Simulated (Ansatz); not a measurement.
Consider CdTe in the zinc blende structure (space group F-43m, No. 216; a = 6.558 Å). Axes: x, y, z lie along the cube axes.

Method: r2SCAN (Ansatz, a program for electronic structure; PAW; 500 eV plane waves; no spin-orbit coupling).

Base values:

The pressure comes out as 0.00 GPa.

It is then changed as follows: a pure shear with ε_xy = ε_yx = 0.0114, atoms relaxed at fixed cell.

Question: Predict the new energy relative to the base and pressure.

Answer: The energy rises by 1.1 meV/atom; the pressure (mean of the normal stresses, compression positive) is still 0.00 GPa.

The cells carry an imposed strain or load. No phonon test of stability was made.
